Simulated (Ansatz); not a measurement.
## Zr: x(Hf) = 0.375, 8 atoms, Amm2

Consider Zr in the hcp (Mg type) structure (space group P6_3/mmc, No. 194; a = 3.2313 Å, c = 5.1732 Å).

The other end (x = 1) is Hf in the hcp (Mg type) structure (space group P6_3/mmc, No. 194): 22.54 Å³/atom, gap zero.

Perturbation: a fraction x = 0.375 of the Zr sites is given to Hf, ordered in a cell of 8 atoms (starting symmetry Amm2) and fully relaxed.

The values are results of plane-wave PAW DFT at the PBE level (Ansatz, an electronic-structure program, 420 eV), scalar-relativistic without spin-orbit coupling, not measurements. Γ-centred 9×9×9 mesh, Fermi–Dirac width 0.05 eV, for the changed cell.

| quantity | base | changed | shift |
|---|---|---|---|
| volume per atom | 23.39 Å³ | 23.07 Å³ | -0.32 Å³ |
| density | 6.48 g/cm³ | 8.92 g/cm³ | +2.44 g/cm³ |
| band gap | zero | zero | – |
| mixing energy (to 0.01 eV only: unlike meshes or grids) | – | 0.00 eV/atom | – |

Cost of the whole job for the changed cell (relaxation, final SCF and bands): around 20 core-minutes (rough).

These are small ordered cells, not random alloys; other orderings at the same x differ. Stability against distortions was not tested. All final runs are without spin polarisation.
